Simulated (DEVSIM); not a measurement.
Structure: Ru/Si3N4/n-Si capacitor, at 300 K.

```csv
layer (left to right),material,thickness (nm),Nd (cm⁻³)
1,Si3N4,2.00,-
2,Si,520,1.2e18
```

Metal gate on the left, work function 4.7 eV. Fixed charge at the semiconductor interface 0 cm⁻² (in units of +e); no interface traps.

The device is made up for the run: typed textbook-type constants, with dimensions and the other settings drawn at random. Values at 300 K; Nc and Nv go as T^1.5, mobilities as T to minus their exponent, the gap by Varshni's rule with the affinity fixed.

```
parameter         Si3N4        Si
----------------  -----  --------
gap (eV)            5.1     1.124
affinity (eV)       2.1      4.05
permittivity        7.5      11.7
Nc (cm⁻³)             -   2.86e19
Nv (cm⁻³)             -    3.1e19
Varshni α (eV/K)      -  0.000473
Varshni β (K)         -       636
```

DEVSIM, 1D Poisson equation in equilibrium, Boltzmann statistics, complete ionisation; no quantum confinement or tunnelling. Metal contacts follow the ideal Schottky-Mott rule: no Fermi-level pinning, no interface dipoles.

Base results: minimum of the low-frequency capacitance (μF/cm²) 0.324; threshold voltage (band bending 2φF) (V) -0.57; capacitance of the dielectric stack (μF/cm²) 3.32; flat-band voltage (V) 0.57.

Q: What follows from this one change: interface trap density 0 → 1e+11 cm^-2 eV^-1?

A: minimum of the low-frequency capacitance 0.324 → 0.338 μF/cm²; threshold voltage (band bending 2φF) little changed (-0.58 V); capacitance of the dielectric stack little changed (3.32 μF/cm²); flat-band voltage little changed (0.57 V).

Q: What follows from this one change: fixed charge 0 → 8.1e+12 cm^-2?

A: minimum of the low-frequency capacitance little changed (0.323 μF/cm²); threshold voltage (band bending 2φF) -0.57 → -0.96 V; capacitance of the dielectric stack little changed (3.32 μF/cm²); flat-band voltage 0.57 → 0.18 V.

Q: What follows from this one change: Si3N4 thickness 0.002 → 0.0011 μm?

A: minimum of the low-frequency capacitance 0.324 → 0.336 μF/cm²; threshold voltage (band bending 2φF) -0.57 → -0.49 V; capacitance of the dielectric stack 3.32 → 6.04 μF/cm²; flat-band voltage little changed (0.57 V).

Q: What follows from this one change: temperature 300 → 350 K?

A: minimum of the low-frequency capacitance 0.324 → 0.333 μF/cm²; threshold voltage (band bending 2φF) -0.57 → -0.53 V; capacitance of the dielectric stack little changed (3.32 μF/cm²); flat-band voltage 0.57 → 0.55 V.

Q: What follows from this one change: substrate doping 1.2e+18 → 1.2e+17 cm^-3?

A: minimum of the low-frequency capacitance 0.324 → 0.117 μF/cm²; threshold voltage (band bending 2φF) -0.57 → -0.39 V; capacitance of the dielectric stack little changed (3.32 μF/cm²); flat-band voltage 0.57 → 0.51 V.
